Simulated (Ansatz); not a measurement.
## GaSb, response to strain

Start from GaSb in the zinc blende structure (space group F-43m, No. 216).

```yaml
crystal:
  lattice:
    - [0.00000, 3.05573, 3.05573]
    - [3.05573, 0.00000, 3.05573]
    - [3.05573, 3.05573, 0.00000]
  atoms:
    - { symbol: Ga, position: [0.00000, 0.00000, 0.00000] }
    - { symbol: Sb, position: [0.25000, 0.25000, 0.25000] }
```

Cartesian axes are those of the cell as printed.

Strains are applied to the cell and any free atomic positions relax.

Method: plane-wave PAW DFT at the PBEsol level (Ansatz, a quantum-chemistry and plane-wave program, 420 eV), scalar-relativistic without spin-orbit coupling.

Notes on the quantities. energy relative to the base: free energy F.

| case | band gap | energy relative to the base | volume per atom |
|---|---|---|---|
| base | zero | 0 meV/atom | 28.53 Å³ |
| uniaxial strain ε_zz = −2.50 % | 0.08 eV | ? | 27.82 Å³ |
| uniaxial strain ε_zz = −2.00 % | 0.07 eV | +2.9 meV/atom | 27.96 Å³ |
| uniaxial strain ε_zz = −1.00 % | zero | +0.7 meV/atom | 28.25 Å³ |
| uniaxial strain ε_zz = −0.50 % | zero | +0.2 meV/atom | 28.39 Å³ |
| uniaxial strain ε_zz = +0.50 % | zero | +0.2 meV/atom | 28.68 Å³ |
| uniaxial strain ε_zz = +1.00 % | zero | +0.7 meV/atom | 28.82 Å³ |
| uniaxial strain ε_zz = +1.50 % | zero | +1.6 meV/atom | 28.96 Å³ |
| uniaxial strain ε_zz = +2.00 % | zero | +2.8 meV/atom | 29.10 Å³ |
| uniaxial strain ε_zz = +3.00 % | zero | +6.3 meV/atom | 29.39 Å³ |

Q: What belongs in the blanks?

A: 
- uniaxial strain ε_zz = −2.50 %, energy relative to the base: +4.6 meV/atom

Spin-orbit coupling, missing from the scalar runs, can matter with Sb. Stability against distortions was not tested. The final runs are not spin-polarised. Gaps under 0.05 eV, about the width of the smearing, are given as zero. A zero or small gap of GaSb can be the functional's error rather than a property of the material.
